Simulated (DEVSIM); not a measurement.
Device: Al0.15Ga0.85As/GaAs p-n heterojunction, at 300 K.

```tsv
layer (left to right)	material	thickness (μm)	Nd (cm⁻³)	Na (cm⁻³)	τn (s)	τp (s)
1	Al0.15Ga0.85As	0.0560	-	3.9e16	1.5e-9	1.5e-9
2	GaAs	1.10	1.7e16	-	1.5e-9	1.5e-9
```

Left contact: ohmic. Right contact: ohmic. Voltage is applied to the left contact. Recombination: SRH at mid-gap, radiative. Mobility is constant in doping.

This is a model device: material constants are rounded textbook-type values typed into the input, and sizes, dopings and lifetimes were drawn at random. Values at 300 K.

```
parameter      Al0.15Ga0.85As    GaAs
-------------  --------------  ------
gap (eV)                1.611   1.424
affinity (eV)          3.9515    4.07
permittivity            12.47    12.9
Nc (cm⁻³)              5.6e17  4.7e17
Nv (cm⁻³)                9e18    9e18
μn (cm²/Vs)              5695    8500
μp (cm²/Vs)               282     400
B (cm³/s)               2e-10   2e-10
```

DEVSIM, 1D drift-diffusion, Boltzmann statistics, complete ionisation; no tunnelling, impact ionisation, image-force lowering or self-heating. Band offsets follow the typed affinities; no thermionic-emission limit at abrupt steps, no polarisation charge.

Give the dark forward current.


(V (V), J (A/cm²)): (0.05, 3.5e-10); (0.10, 1.2e-9); (0.15, 3.6e-9); (0.20, 9.8e-9); (0.25, 2.7e-8); (0.30, 7.3e-8); (0.35, 2.0e-7); (0.40, 5.4e-7); (0.45, 1.5e-6); (0.50, 4.0e-6); (0.55, 1.1e-5); (0.60, 3.1e-5); (0.65, 8.5e-5); (0.70, 0.00024); (0.75, 0.00070); (0.80, 0.0021); (0.85, 0.0070); (0.90, 0.026); (0.95, 0.12); (1.00, 0.61); (1.05, 3.5); (1.10, 21); (1.15, 120); (1.20, 540); (1.25, 2000); (1.30, 6400)
